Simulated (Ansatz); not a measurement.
The reference is ZrSe2 in the CdI2 type structure (space group P-3m1, No. 164; a = 3.735 Å, c = 6.032 Å; layered, stacked along the Cartesian z axis). Axes: x lies along a and z along c of the hexagonal cell.

Computed with PBE-D3(BJ) (Ansatz, a quantum-chemistry and plane-wave program; PAW; 420 eV plane waves; no SOC).

Before the change:

- Shortest interatomic distance = 2.684 Å
- Pressure = 0.0 GPa

Modification: tensile biaxial strain of 0.50 % in the plane normal to [001], as in epitaxy on a mismatched substrate; the out-of-plane cell vector and the atoms relax.

Problem. What does the calculation give for the shortest interatomic distance after the change?

Solution. The shortest interatomic distance rises by 0.004 Å, from 2.684 Å to 2.688 Å.

Problem. How does this affect the pressure?

Solution. The pressure (mean of the normal stresses, compression positive) goes from zero to -0.4 GPa.

No phonon test of stability was made. All final runs are without spin polarisation. Gaps under 0.05 eV, about the width of the smearing, are given as zero.
